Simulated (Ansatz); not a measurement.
# A computed series for ZnS: alloy series

Start from ZnS in the zinc blende structure (space group F-43m, No. 216; a = 5.3891 Å).

The other end (x = 1) is ZnSe in the zinc blende structure (space group F-43m, No. 216): 22.73 Å³/atom, gap 1.87 eV.

Se replaces a fraction x of S; each row is one arrangement (x, atoms in the cell, starting space group or random), fully relaxed.

Calculations: Ansatz (a first-principles code), r2SCAN, PAW, cutoff 500 eV, no SOC.

Candidates:
(a) x(Se) = 0.75, 8 atoms, Amm2
(b) x(Se) = 0.25, 8 atoms, Amm2
(c) x(Se) = 0.75, 8 atoms, P-43m
(d) x(Se) = 0.5, 8 atoms, P-4m2

For the base:

Band gap: 2.70 eV

### Question
Order them by band gap, lowest first.

### Answer
(a) x(Se) = 0.75, 8 atoms, Amm2 (1.94 eV), (c) x(Se) = 0.75, 8 atoms, P-43m (2.01 eV), (d) x(Se) = 0.5, 8 atoms, P-4m2 (2.18 eV), (b) x(Se) = 0.25, 8 atoms, Amm2 (2.30 eV)

Each cell is one ordered arrangement of few atoms, which overstates ordering effects compared with a random alloy. Stability against distortions was not tested.
